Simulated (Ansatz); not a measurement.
# Several settings converged on KMgF3 (P4mm, 5 atoms in the cell)

```yaml
crystal:
  lattice:
    - [4.00995, 0.00000, 0.00000]
    - [0.00000, 4.00995, 0.00000]
    - [0.00000, 0.00000, 4.00995]
  atoms:
    - { symbol: K, position: [0.00000, 0.00000, 0.01247] }
    - { symbol: Mg, position: [0.50000, 0.50000, 0.50000] }
    - { symbol: F, position: [0.50000, 0.00000, 0.50000] }
    - { symbol: F, position: [0.00000, 0.50000, 0.50000] }
    - { symbol: F, position: [0.50000, 0.50000, 0.00000] }
```

Base method: LDA (PW92), default PAW files made with PBE (plane waves; Ansatz, a program for electronic structure).

Base settings: basis.ecutwfc = 420 eV; kpoints.mp_grid.grid = 6 6 6; hamiltonian.xc = lda; hamiltonian.pseudopotentials = {kind: paw} (the program's default PAW files); scf.occupations.method = fermi_dirac; scf.occupations.width = 0.02 eV.

The count of work is k-points × plane waves × bands × iterations; it is no time. 

**The cutoff for other potential files**

Level: DFT, LDA (PW92), plane waves, harder PAW files (source: ansatz) made with PBE.

In this ladder: hamiltonian.pseudopotentials = {kind: paw, source: ansatz}.

The second cell is the first with its lattice scaled by 0.98.

The mesh stays at the base's, so the ladder's end is converged at best in this setting alone.

The first pressure column holds Ansatz's estimate of the finite-basis (Pulay) stress, which hides part of the cutoff error; the other is without it.

Only quantities that move along the ladder and can be compared are tabulated.

```tsv
basis.ecutwfc	free energy less the last step's (meV/atom)	energy of the compressed cell less the first (meV/atom)	pressure (GPa)	pressure without the Pulay estimate (GPa)	gap on the mesh (eV)	count of work / last
470 eV	2080.47	-24.90	-5.00	-102.27	6.558	0.097
580 eV	521.69	-16.58	-5.68	-37.84	6.782	0.14
735 eV	62.44	-16.33	-5.46	-11.14	6.828	0.21
890 eV	4.95	-16.62	-5.50	-6.16	6.836	0.25
1050 eV	0.30	-16.58	-5.50	-5.53	6.836	0.35
1260 eV	0.18	-16.58	-5.50	-5.50	6.836	0.38
1575 eV	0.11	-16.58	-5.50	-5.50	6.836	0.65
2100 eV	0.00	-16.58	-5.50	-5.50	6.836	1.0
```

Coarsest basis.ecutwfc that holds the free energy within 1 meV/atom of the last step, with all finer ones: 1050 eV, at 0.35 of the last step's count of work; the step before is off by 5.0 meV/atom.

Coarsest basis.ecutwfc that holds the gap on the mesh within 0.01 eV of the last step, with all finer ones: 735 eV, at 0.21 of the last step's count of work; the step before is off by 0.054 eV.

Coarsest basis.ecutwfc that holds the energy of the compressed cell less the first within 0.5 meV/atom of the last step, with all finer ones: 580 eV, at 0.14 of the last step's count of work; the step before is off by 8.3 meV/atom.

The energy difference between the two cells stays within 1 meV/atom of the last step's from 580 eV on, the total only from 1050 eV on: much of the error is common to both cells and cancels.

At the lowest cutoff the pressure without the Pulay estimate lies 96.8 GPa under the last step's, the usual sign of Pulay stress in an incomplete plane-wave basis.

**The density cutoff**

The second cell is the first with its lattice scaled by 0.98.

The mesh stays at the base's, so the ladder's end is converged at best in this setting alone.

Only quantities that move along the ladder and can be compared are tabulated.

| basis.ecutrho_ratio | free energy less the last step's (meV/atom) | energy of the compressed cell less the first (meV/atom) | pressure (GPa) |
|---|---|---|---|
| 2 | -1.73 | -16.35 | -5.09 |
| 3 | 0.13 | -16.91 | -5.59 |
| 4 | 0.00 | -16.95 | -5.57 |
| 5 | 0.00 | -16.95 | -5.57 |
| 6 | 0.00 | -16.95 | -5.57 |
| 8 | 0.00 | -16.95 | -5.57 |
| 10 | 0.00 | -16.95 | -5.57 |
| 12 | 0.00 | -16.95 | -5.57 |
| 16 | 0.00 | -16.95 | -5.57 |

Coarsest basis.ecutrho_ratio that holds the energy of the compressed cell less the first within 0.5 meV/atom of the last step, with all finer ones: 3; the step before is off by 0.60 meV/atom.

Coarsest basis.ecutrho_ratio that holds the pressure within 0.2 GPa of the last step, with all finer ones: 3; the step before is off by 0.48 GPa.

Coarsest basis.ecutrho_ratio that holds the free energy within 1 meV/atom of the last step, with all finer ones: 3; the step before is off by 1.7 meV/atom.

The energy difference between the two cells stays within 1 meV/atom of the last step's from 2 on, the total only from 3 on: much of the error is common to both cells and cancels.

**The relaxed cell against the cutoff**

On KMgF₃ (Pm-3m, 5 atoms in the cell): atoms on their sites.

In this ladder: relax = cell and atoms.

The mesh stays at the base's, so the ladder's end is converged at best in this setting alone.

Only quantities that move along the ladder and can be compared are tabulated.

| basis.ecutwfc | relaxed volume (Å³/atom) | relaxation steps |
|---|---|---|
| 295 eV | 11.791 | 21 |
| 355 eV | 11.963 | 11 |
| 420 eV | 11.941 | 7 |
| 505 eV | 11.945 | 5 |
| 630 eV | 11.944 | 5 |
| 840 eV | 11.939 | 7 |

Coarsest basis.ecutwfc that holds the relaxed volume within 0.06 Å³/atom of the last step, with all finer ones: 355 eV; the step before is off by 0.15 Å³/atom.

At the lowest cutoff the cell relaxes to a volume 1.2 % smaller than at the highest. Ansatz relaxes on a stress corrected for the finite basis.

On the base run: the starting cell has typed, rounded lattice constants, without a prior relaxation at this level. Its lattice was rescaled by up to half a per cent. One atom was moved a little off its site on purpose.

Left out of this page: 2 runs of the series failed or unconverged.

Keys are those of Ansatz 0.2.
